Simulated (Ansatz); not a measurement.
SnO, response to strain

Base system: SnO in the litharge type structure (space group P4/nmm, No. 129; a = 3.836 Å, c = 4.757 Å; layered, stacked along the Cartesian z axis). Axes: x, y, z lie along a, b, c of the conventional cell.

Strains are applied to the cell and any free atomic positions relax; under biaxial strain the out-of-plane vector relaxes too.

Level of theory: DFT with PBE-D3(BJ), PAW potentials and a 420 eV plane-wave cutoff in Ansatz (a quantum-chemistry and plane-wave program), no spin-orbit coupling, earlier PAW set.

**Question.** Only one of these has a band gap. Which?
A. biaxial strain +1.35 %, plane normal [001], relaxed out of plane
B. isotropic strain −3.61 %
C. biaxial strain −1.94 %, plane normal [001], relaxed out of plane
D. biaxial strain −0.59 %, plane normal [001], relaxed out of plane

**Answer.** A, biaxial strain +1.35 %, plane normal [001], relaxed out of plane. Computed: biaxial strain +1.35 %, plane normal [001], relaxed out of plane: 0.20 eV; biaxial strain −0.59 %, plane normal [001], relaxed out of plane: zero; biaxial strain −1.94 %, plane normal [001], relaxed out of plane: zero; isotropic strain −3.61 %: zero

No phonon test of stability was made. All final runs are without spin polarisation. A zero or small gap of SnO can be the functional's error rather than a property of the material.
